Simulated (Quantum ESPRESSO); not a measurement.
What a tighter setting buys: K_POINTS, Cu6SnGe (Pmm2, 8 atoms in the cell)

Cell: a = 4.2735 Å, b = 5.5417 Å, c = 4.6384 Å, α = 90.00°, β = 90.00°, γ = 90.00°.

Computed with PBEsol, PSlibrary ultrasoft (PBE) pseudopotentials (plane waves; Quantum ESPRESSO 7.5).

Base settings: ecutwfc = 55 Ry; ecutrho = 330 Ry; occupations = smearing; smearing = cold; degauss = 0.0073499 Ry; input_dft = pbesol; K_POINTS = automatic 4 3 4 0 0 0; conv_thr = 1e-09 Ry.

Misses are taken against the tightest run, automatic 9 7 8 0 0 0, which need not be fully converged itself. The energy is the free energy per atom.

The count of work is k-points × plane waves × bands × iterations; it is no time, and leaves out set-up, grids and terms that scale otherwise. Core times come from one kind of shared machine and are given to one figure; runs under 30 s give none.

The starting cell comes from a database of computed structures (which also holds hypothetical and non-ambient phases and stackings), without a prior relaxation at this level. Spin polarisation is off. In the base run, with a pressure of about -7 GPa the cell is away from its equilibrium volume at this level. Without a gap this mesh is coarse (it stands for a supercell whose shortest vector is 17 Å).

The runs (K_POINTS): automatic 1 1 1 0 0 0 | automatic 2 1 2 0 0 0 | automatic 2 2 2 0 0 0 | automatic 3 2 2 0 0 0 | automatic 3 3 3 0 0 0 | automatic 4 3 4 0 0 0 | automatic 4 4 4 0 0 0 | automatic 6 5 6 0 0 0 | automatic 8 6 7 0 0 0 | automatic 9 7 8 0 0 0.

**Question.** Which is the coarsest setting among those run that, with all tighter ones, holds the energy within 20 meV/atom of the reference, and what does it save?

**Answer.** automatic 3 2 2 0 0 0, off by 2.5 meV/atom; it needs 0.087 of the reference's count of work and about 0.1 of the reference's time. The coarser automatic 2 1 2 0 0 0 also lies inside, but a setting between leaves the range again, so that is luck.

**Question.** Which is the coarsest setting among those run that, with all tighter ones, holds the energy within 5 meV/atom of the reference, and what does it save?

**Answer.** automatic 4 4 4 0 0 0, off by 4.1 meV/atom; it needs 0.29 of the reference's count of work and about 0.3 of the reference's time. The coarser automatic 3 2 2 0 0 0 also lies inside, but a setting between leaves the range again, so that is luck.

**Question.** For at most 0.05 times the reference's count of work, which run misses the energy least?

**Answer.** automatic 2 1 2 0 0 0, with a miss of 14 meV/atom at a count of 0.043.

**Question.** What does the step from automatic 2 2 2 0 0 0 to automatic 4 4 4 0 0 0 buy?

**Answer.** It takes the miss in the energy from 69 to 4.1 meV/atom, for 3.4 times the count of work and roughly 2 times the time.

```tsv
K_POINTS	energy less reference (meV/atom)	pressure less reference (GPa)	largest difference in the force on any atom (eV/Å)	count of work / reference	core time / reference (rough)
automatic 1 1 1 0 0 0	731.15	8.96	1.357	0.012	0.07
automatic 2 1 2 0 0 0	13.93	-2.20	0.539	0.043	0.09
automatic 2 2 2 0 0 0	69.31	-0.90	0.173	0.087	0.2
automatic 3 2 2 0 0 0	2.49	-0.10	0.192	0.087	0.1
automatic 3 3 3 0 0 0	3.09	-0.34	0.144	0.080	0.1
automatic 4 3 4 0 0 0	8.09	0.06	0.056	0.18	0.2
automatic 4 4 4 0 0 0	-4.15	-0.36	0.071	0.29	0.3
automatic 6 5 6 0 0 0	-2.88	-0.06	0.049	0.52	0.5
automatic 8 6 7 0 0 0	1.07	0.07	0.028	0.87	0.9
automatic 9 7 8 0 0 0	0.00	0.00	0.000	1.0	1
```
